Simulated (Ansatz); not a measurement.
# Point defect H interstitial in corundum

Calculation: PBE, PAW (plane waves to 420 eV; Ansatz, a first-principles code). Cell: 120 sites, 2×2×1; final energies on a 2×2×2 Γ-centred mesh. Site at the start: void with 3O nearest, no. 2. Energies of charged states are corrected for periodic images (point charge plus alignment at distant sites). Dielectric constants: PBE linear response of the host. Host gap at this level: 5.85 eV. A cell of this size leaves errors of a few tenths of an eV. The semilocal functional narrows the gap, so deep levels can fall outside it. Spin–orbit coupling is left out. Each state is the lowest found from its start.

Formation energies E_f are given with the Fermi level at the valence-band maximum. Chemical conditions: Al-rich (Δμ(H) = -0.003 eV, bounded by AlH3 (R-3c); only phases computed here count, gases as isolated molecules at 0 K); O-rich (Δμ(H) = -1.25 eV, bounded by H2O molecule; only phases computed here count, gases as isolated molecules at 0 K). Reference phases: H: H2 molecule in a box.

The name describes the start; the neighbours show where the added atom ended.

```tsv
charge	moment (μB)	point group	largest move off a lattice site (Å)	neighbours of the added atom at the end (Å)	image correction with alignment (eV)	E_f, Al-rich (eV)	E_f, O-rich (eV)
+1	not spin-polarised	C1	0.18	O 1.01, O 1.72, Al 2.05, Al 2.13, O 2.17, O 2.32, Al 2.33	0.19	-1.23	0.02
0*	quenched	C1	0.18	O 1.01, O 1.76, Al 2.07, Al 2.12, O 2.16	–	–	–
−1	not spin-polarised	C3i	0.28	Al 1.66, Al 1.66	0.12	7.19	8.44
```

* At this level the carrier isn't localised at the defect: at charge 0 electrons occupy the conduction band. Such a state is shallow or no state of the defect, and this cell gives it no level.

Point groups are those of the whole cell at tolerances of 0.03 and 0.1 Å ("near" where only the looser one holds); none is given for unsettled states.

Starting moments that weren't kept: charge 0 began with 1 μB and ended with 0.0.

No other site or start that was run ended lower by more than 0.1 eV.

Flagged in the runs: a host whose relaxation on this sampling wasn't shown to rest.
